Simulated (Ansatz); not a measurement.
An Ansatz (an electronic-structure program) input (DFT with PBEsol-D3(BJ), PAW potentials and a 420 eV plane-wave cutoff in Ansatz, scalar-relativistic without spin-orbit coupling):

Ansatz 0.2 input:
```yaml
crystal:
  lattice:
    - [3.681524482, 0, 0]
    - [1.840762241, 3.1882937261, 0]
    - [0, 0, 5.8240729734]
  atoms:
    - { symbol: Zr, position: [0, 0, 0] }
    - { symbol: Se, position: [0.3333333333, 0.3333333333, 0.2753451527] }
    - { symbol: Se, position: [0.6666666667, 0.6666666667, 0.7246548473] }
basis: { ecutwfc: 420, ecutrho_ratio: 4, xc_grid: 2, fft_grid_basis: typed }
kpoints: { mp_grid: { grid: [18, 18, 10] } }
hamiltonian:
  xc: pbesol
  dispersion: d3bj
  pseudopotentials: { kind: paw }
scf: { occupations: { method: fermi_dirac, width: 0.1 } }
relax: { f_tol: 0.005, max_steps: 50, cell: { stress_tol: 0.01, fix: [a, b, gamma] } }
output: { forces: true, stress: true }
checkpoint: { write: state.ck, write_every: 1000 }
```

**Question.** Which symmetry and how many k-points will the program report, and about how many plane waves at Γ?

**Answer.** Space group P-3m1 (ITA 164) with 12 operations, k-points 330 of 3240, and 1363 plane waves at Γ.

**Question.** And the final pressure?

**Answer.** -0.52 GPa (compression positive).

The cells carry an imposed strain or load. No phonon test of stability was made. All final runs are without spin polarisation. The cell was made from ZrSe2 in the CdI2 type structure (space group P-3m1, No. 164; layered, stacked along the Cartesian z axis) by this change: biaxial strain +0.59 %, plane normal [001], relaxed out of plane.
